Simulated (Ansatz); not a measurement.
Work function of faces of bcc Nb in PBE and in r2SCAN, in Ansatz (plane waves, PAW). Symmetric slabs relaxed with PBE from ideal cuts in 1x1 cells (the lowest computed cut and spin start of each face; real faces may reconstruct in larger cells); r2SCAN values are single points on them, with the bulk at the same level. No spin-orbit coupling, no U.

```csv
face,PBE (eV),r2SCAN (eV)
(100),3.58,3.54
(110),4.49,4.57
(111),3.79,3.77
(210),3.92,3.93
(211),3.81,3.78
(221),3.98,?
(310),3.67,3.65
(320),4.13,4.16
(321),4.05,4.05
```

**Question.** Fit a straight line y = a·x + b by least squares to the 8 complete rows (x: PBE (eV); y: r2SCAN (eV)).

**Answer.** the means are x̄ = 3.9300 and ȳ = 3.9312; Σ(x − x̄)² = 0.59220 and Σ(x − x̄)(y − ȳ) = 0.66850, so a = 1.129 and b = ȳ − a·x̄ = -0.505. The largest residual is 0.017.

**Question.** What does the line predict for the withheld row, (221), and what did the calculation give?

**Answer.** the line gives 3.99; the calculation gave 3.99, a miss of 0.00, of the size of the fitted rows' scatter and rounding.

Ansatz is an electronic-structure program.
